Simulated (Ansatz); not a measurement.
The parent structure is W in the bcc (W type) structure (space group Im-3m, No. 229; relaxed with 0.1 eV smearing).

```yaml
crystal:
  lattice:
    - [-1.58442, 1.58442, 1.58442]
    - [1.58442, -1.58442, 1.58442]
    - [1.58442, 1.58442, -1.58442]
  atoms:
    - { symbol: W, position: [0.00000, 0.00000, 0.00000] }
```

Cartesian axes are those of the cell as printed.

Computed with r2SCAN (Ansatz, an electronic-structure program; PAW; 500 eV plane waves; scalar-relativistic without spin-orbit coupling).

Base values:

| Property | Result |
|---|---|
| Shortest interatomic distance | 2.744 Å |
| Band gap | zero |

Now apply this change: the symmetric strain tensor [-0.0015 0.0088 0.0065; 0.0088 -0.0111 0.0017; 0.0065 0.0017 0.0058]; the atoms relax in the strained cell.

### Question
What does the calculation give for the energy relative to the base, shortest interatomic distance, stress and band gap after the change?

### Answer
The energy grows by 6.9 meV/atom; the shortest interatomic distance shrinks by 0.031 Å (2.744 Å → 2.713 Å); the stress (xx, yy, zz, yz, xz, xy; compression positive) amounts to (2.0, 5.5, -0.4, -0.4, -2.0, -2.6) GPa; the band gap remains zero.

No phonon test of stability was made. All final runs are without spin polarisation.
